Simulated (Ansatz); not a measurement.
Consider ZnS in the zinc blende structure (space group F-43m, No. 216; a = 5.390 Å). Axes: x, y, z lie along the cube axes.

Calculations: Ansatz (an electronic-structure program) r2SCAN, no spin-orbit coupling, earlier PAW set.

Before the change:

Valence-band top at Γ: 0.00, 0.00, 0.00 eV
Electron mass: 0.19 mₑ (at Γ)
Band gap: 2.70 eV

Now apply this change: tensile biaxial strain of 1.15 % in the plane normal to [111], as in epitaxy on a mismatched substrate; the out-of-plane cell vector and the atoms relax.

Problem. Predict the new valence-band top at Γ, electron mass, band gap, energy relative to the base and ratio −ε⊥/ε∥.

Solution. The valence-band top at Γ (three highest levels, from the VBM) becomes 0.00, -0.09, -0.09 eV (base: 0.00, 0.00, 0.00 eV); the electron mass goes from 0.19 mₑ (at Γ) to 0.20 mₑ out of plane, 0.19 mₑ in plane (at Γ); the band gap drops by 0.14 eV to 2.56 eV; the energy goes up by 2.6 meV/atom; the ratio −ε⊥/ε∥ amounts to 0.60.

Effective masses come from finite differences of ±0.01 Å⁻¹. Semilocal Kohn–Sham gaps tend to fall short of experiment. Whether these cells are dynamically stable was not tested.
